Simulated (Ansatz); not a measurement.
The starting structures come from a database of crystals and need not be the phases stable at ambient conditions.

By PBEsol, the system below comes out a metal.

A figure of merit of an interconnect metal is its ballistic conductance per area.

Input:

```xyz
8
Lattice="6.3692 0.0000 0.0000 -3.1846 5.5159 0.0000 3.1846 1.8386 2.6002" Properties=species:S:1:pos:R:3 pbc="T T T"
Si    -0.9756     4.9526     0.3983
Si     3.1846     1.8386     1.4054
Si     1.5923     3.8844     0.3983
Si    -0.6167     2.1947     0.3983
Ni     7.3214     2.3884     2.2115
Ni     3.1846     5.5159     1.1662
Ni     4.7769     3.4971     2.2115
Ni     0.6401     5.1463     2.2115
```

Space group of this cell: P2_13. The cell is taken as given; by PBEsol its mean pressure is -4.6 GPa.

The current flows along the normal of the first two printed cell vectors, the (111) plane of the conventional cell. No spin-orbit coupling; the value is a mean over 0.1 eV about the Fermi level.

Question: Estimate the ballistic conductance per area that PBEsol (Ansatz, an electronic-structure program) returns for this system.

Answer: 0.34 × 10¹⁵ S/m² for both spins.
